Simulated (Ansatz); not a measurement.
Relaxation of the outer planes of the (0001) surface of rhombohedral Sb in its 1x1 cell, outermost plane spacing 1.54 Å in the ideal cut.

Level of theory: PBE with D3(BJ) dispersion (plane waves to 420 eV, PAW; Ansatz, a program for electronic structure).

Set-up: 8 atoms, 12.6 Å thick at the start; mesh 10x10x1; 0.1 eV smearing; dipole correction on; all atoms relaxed; start symmetry kept, larger cells not searched; no spin, no spin-orbit, no U.

```
plane  atoms  bulk spacing to the next (Å)  relaxed spacing (Å)  change (%)  rumpling (Å)
-----  -----  ----------------------------  -------------------  ----------  ------------
1         Sb                         1.539                1.536        -0.2          0.00
2         Sb                         2.139                2.215         3.6          0.00
```
